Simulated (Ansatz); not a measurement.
An Ansatz (a first-principles code) run: WS2 with a change (uniaxial strain ε_xx = −1.36 %); DFT with r2SCAN+rVV10, PAW potentials and a 500 eV plane-wave cutoff in Ansatz, scalar-relativistic without spin-orbit coupling.

Input:

Ansatz 0.2 input:
```yaml
crystal:
  lattice:
    - [3.1268576344, 0, 0]
    - [-1.5634288172, 2.74527387, 0]
    - [0, 0, 12.4917947655]
  atoms:
    - { symbol: W, position: [0.3333333333, 0.6666666667, 0.25] }
    - { symbol: W, position: [0.6666666667, 0.3333333333, 0.75] }
    - { symbol: S, position: [0.3333333333, 0.6666666667, 0.6248989346] }
    - { symbol: S, position: [0.6666666667, 0.3333333333, 0.1248989346] }
    - { symbol: S, position: [0.6666666667, 0.3333333333, 0.3751010654] }
    - { symbol: S, position: [0.3333333333, 0.6666666667, 0.8751010654] }
basis: { ecutwfc: 500, ecutrho_ratio: 4, xc_grid: 4, fft_grid_basis: typed }
kpoints: { mp_grid: { grid: [12, 12, 3] } }
hamiltonian:
  xc: r2scan
  dispersion: rvv10
  pseudopotentials: { kind: paw }
scf: { occupations: { method: fermi_dirac, width: 0.05 }, convergence: { dr2_threshold: 0.0000000006 } }
relax: { f_tol: 0.005, max_steps: 50 }
output: { forces: true, stress: true }
checkpoint: { write: state.ck, write_every: 1000 }
```

Output (explanatory and most iteration lines left out):

```
Relaxation: its limit of steps is 50 (relax.max_steps)
Pseudopotential: W, paw, valence charge 14
Pseudopotential: S, paw, valence charge 6
Crystal: 6 atoms, lattice volume = 107.231 Å³
Basis set: ecut = 500 eV, 2727 PW (Γ), exchange–correlation on 96×96×384 points (64 copies of the dense FFT grid, shifted against one another)
Bands: 32, of which v1, the nominal top of the filled ones, is band 26 counted from 1 (25 counted from 0)
Symmetry: 8 space group operations
Space group: Cmcm (ITA 63), of the structure as read, at distance tolerance 4.8e-5 Å
k-points: 86 of 432
Functional: x = r2scan, c = r2scan + rvv10(b = 11.95, C = 0.0093); τ floored in thin density (d = 2e-4 eV/Å³)
SCF iter   1: F=—  HF=-24415.330102 eV  |F-HF|=—  |Δ(HF+E_count)|=         —  Δρ=8.20e-3  dr2=5.09e-2  dr2_τ=1.71e-1  ethr=1.77e-3  ⟨swp⟩=6.6  Hψ=13183  notcnv=0
SCF iter   2: F=—  HF=-24415.470943 eV  |F-HF|=—  |Δ(HF+E_count)|=   1.41e-1  Δρ=4.70e-3  dr2=1.72e-2  dr2_τ=2.10e-3  ethr=9.78e-5  ⟨swp⟩=2.0  Hψ=5426  notcnv=0  defer=78
SCF 1 converged in 8 iterations: F = -24415.477399 eV  dr2 = 1.07e-10
relax step   1: F+E_penalty+E_count = -24415.47739864 eV  Δ(F+E_penalty+E_count) = +0.000e0 eV  max|allowed force component| = 1.568e-1 eV/Å  Δτ_max = 0.0000 Å  (8 SCF iters, accepted)
Crystal: 6 atoms, lattice volume = 107.231 Å³
SCF iter   1: F=—  HF=-24415.475284 eV  |F-HF|=—  |Δ(HF+E_count)|=         —  Δρ=1.32e-3  dr2=1.59e-3  dr2_τ=1.37e-2  ethr=3.08e-6  ⟨swp⟩=2.0  Hψ=9356  notcnv=0  defer=78
SCF iter   2: F=—  HF=-24415.479191 eV  |F-HF|=—  |Δ(HF+E_count)|=   3.91e-3  Δρ=7.45e-4  dr2=3.72e-4  dr2_τ=3.98e-5  ethr=3.07e-6  ⟨swp⟩=2.0  Hψ=4586  notcnv=0  defer=78
SCF 2 converged in 7 iterations: F = -24415.479256 eV  dr2 = 2.89e-10
relax step   2: F+E_penalty+E_count = -24415.47925557 eV  Δ(F+E_penalty+E_count) = -1.857e-3 eV  max|allowed force component| = 9.085e-2 eV/Å  Δτ_max = 0.0157 Å  (7 SCF iters, accepted)
Crystal: 6 atoms, lattice volume = 107.231 Å³
SCF iter   1: F=—  HF=-24415.477523 eV  |F-HF|=—  |Δ(HF+E_count)|=         —  Δρ=6.38e-4  dr2=2.80e-4  dr2_τ=8.09e-3  ethr=7.84e-6  ⟨swp⟩=2.1  Hψ=6123  notcnv=0  defer=78
SCF iter   2: F=—  HF=-24415.480009 eV  |F-HF|=—  |Δ(HF+E_count)|=   2.49e-3  Δρ=4.01e-4  dr2=8.93e-5  dr2_τ=7.42e-6  ethr=5.38e-7  ⟨swp⟩=2.0  Hψ=5595  notcnv=0  defer=78
SCF 3 converged in 7 iterations: F = -24415.480039 eV  dr2 = 1.04e-10
relax step   3: F+E_penalty+E_count = -24415.48003853 eV  Δ(F+E_penalty+E_count) = -7.830e-4 eV  max|allowed force component| = 5.503e-3 eV/Å  Δτ_max = 0.0073 Å  (7 SCF iters, accepted)
Crystal: 6 atoms, lattice volume = 107.231 Å³
SCF iter   1: F=—  HF=-24415.479502 eV  |F-HF|=—  |Δ(HF+E_count)|=         —  Δρ=2.38e-4  dr2=2.43e-5  dr2_τ=1.74e-3  ethr=8.29e-7  ⟨swp⟩=3.1  Hψ=8067  notcnv=0  defer=78
SCF iter   2: F=—  HF=-24415.480035 eV  |F-HF|=—  |Δ(HF+E_count)|=   5.33e-4  Δρ=1.64e-4  dr2=1.29e-5  dr2_τ=7.74e-7  ethr=4.67e-8  ⟨swp⟩=2.0  Hψ=5676  notcnv=0  defer=78
SCF 4 converged in 7 iterations: F = -24415.480040 eV  dr2 = 1.66e-10
relax step   4: F+E_penalty+E_count = -24415.48004025 eV  Δ(F+E_penalty+E_count) = -1.713e-6 eV  max|allowed force component| = 1.855e-3 eV/Å  Δτ_max = 0.0027 Å  (7 SCF iters, accepted)
Crystal: 6 atoms, lattice volume = 107.231 Å³
SCF iter   1: F=—  HF=-24415.480040 eV  |F-HF|=—  |Δ(HF+E_count)|=         —  Δρ=4.18e-7  dr2=1.66e-10  dr2_τ=5.35e-12  ethr=1.00e-12  ⟨swp⟩=2.3  Hψ=13595  notcnv=0  defer=69
SCF iter   2: F=-24415.480040 eV  HF=-24415.480040 eV  |F-HF|=4.73e-11  |Δ(HF+E_count)|=  1.46e-11  Δρ=2.67e-7  dr2=6.56e-11  dr2_τ=4.73e-12  ethr=1.00e-12  ⟨swp⟩=3.6  Hψ=7582  notcnv=0
SCF 5 converged in 2 iterations: F = -24415.480040 eV  dr2 = 6.56e-11
SCF converged after 2 iterations
Free energy (F): -24415.480040 eV
Internal energy: -24415.480040 eV  (E = F + TS)
E sigma→0 (E₀):  -24415.480040 eV
Entropy (-TS):   -0.000000 eV (-0.000 meV/atom)
Fermi energy:    11.925937 eV
--- Forces (eV/Å), atoms counted from 1 ---
  atom   1  W      0.00000000     0.00185475     0.00000000
  atom   2  W     -0.00000000    -0.00185475    -0.00000000
  atom   3  S     -0.00000000     0.00053973    -0.00042125
  atom   4  S      0.00000000    -0.00053973    -0.00042125
  atom   5  S      0.00000000    -0.00053973     0.00042125
  atom   6  S     -0.00000000     0.00053973     0.00042125
--- Stress (GPa, compression-positive) ---
        3.670836       0.000000      -0.000000
        0.000000       0.805815       0.000000
       -0.000000       0.000000       0.145112
  P = ⅓ Tr σ = 1.5406 GPa (15.406 kbar)
--- Relaxed structure (4 steps of the walk, 4 accepted, 0 SCFs on fresh bases) ---
  atoms:
    - { symbol: W, position: [0.3327110533488249, 0.6654221066976499, 0.25] }
    - { symbol: W, position: [0.667288946651175, 0.3345778933023501, 0.7499999999999999] }
    - { symbol: S, position: [0.3346945642191916, 0.6693891284383833, 0.6243283077510444] }
    - { symbol: S, position: [0.6653054357808084, 0.3306108715616167, 0.12432830775104434] }
    - { symbol: S, position: [0.6653054357808084, 0.3306108715616167, 0.3756716922489555] }
    - { symbol: S, position: [0.3346945642191916, 0.6693891284383833, 0.8756716922489556] }
```

Spin-orbit coupling, missing from the scalar runs, can matter with W. Whether these cells are dynamically stable was not tested. The cell was made from WS$_{2}$ in the 2H-MoS2 type structure (space group P6_3/mmc, No. 194; layered, stacked along the Cartesian z axis) by this change: uniaxial strain ε_xx = −1.36 %.
